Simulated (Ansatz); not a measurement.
SnO2, pressure series

Consider SnO2 in the rutile structure (space group P4_2/mnm, No. 136; a = 4.760 Å, c = 3.201 Å).

Cell and atoms are relaxed at each pressure.

Method: r2SCAN (Ansatz, a first-principles code), no spin-orbit coupling.

```csv
pressure (GPa),volume per atom (Å³/atom)
-2,12.210
-1,12.147
0,12.087
1.8,11.982
4.2,11.851
9,11.613
18,?
30,10.807
45,10.377
```

Q: Fit the third-order Birch–Murnaghan form P(V) = (3B₀/2)[(V₀/V)^(7/3) − (V₀/V)^(5/3)]·[1 + (3/4)(B₀′ − 4)((V₀/V)^(2/3) − 1)] (squares taken in P) to the rows shown and predict the withheld row.

A: Least squares on the printed values gives V₀ = 12.087 Å³/atom, B₀ = 205 GPa, B₀′ = 4.8; this predicts 11.228 Å³/atom, and the run gives 11.229 Å³/atom, in agreement.

Measured bulk modulus of SnO2: 212 GPa (temperature not stated; as listed in Cormac Toher et al., Physical Review Materials (2017)); the computed value is for a static lattice, so the two differ by thermal effects too.

Load acts through the strain it causes; cell and atoms are relaxed under it. Stability against distortions was not tested. Competing high-pressure phases were not computed.
